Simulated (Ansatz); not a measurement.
# A computed series for Lu: pressure series

Start from Lu in the hcp (Mg type) structure (space group P6_3/mmc, No. 194; a = 3.507 Å, c = 5.462 Å).

Cell and atoms are relaxed at each pressure.

Method: PBE (Ansatz, an electronic-structure program, PAW, no SOC).

Two rows of this table had their results exchanged by mistake.

```
pressure           volume per atom (Å³)  shortest distance (Å)  band gap
-----------------  --------------------  ---------------------  --------
pressure −2 GPa                   30.47                  3.454      zero
pressure −1 GPa                   29.75                  3.426      zero
pressure 0.9 GPa                  28.56                  3.378      zero
pressure 2.1 GPa                  27.90                  3.352      zero
pressure 4.5 GPa                  20.20                  3.031      zero
pressure 9 GPa                    25.06                  3.233      zero
pressure 15 GPa                   23.28                  3.159      zero
pressure 22.5 GPa                 21.53                  3.088      zero
pressure 30 GPa                   26.77                  3.305      zero
```

Q: Which two?

A: The rows for pressure 4.5 GPa and pressure 30 GPa: the volume has to fall steadily with pressure, so 26.77 Å³ belongs to pressure 4.5 GPa and 20.20 Å³ to pressure 30 GPa.

Load acts through the strain it causes; cell and atoms are relaxed under it. Stability against distortions was not tested. No other phases were tried under pressure.
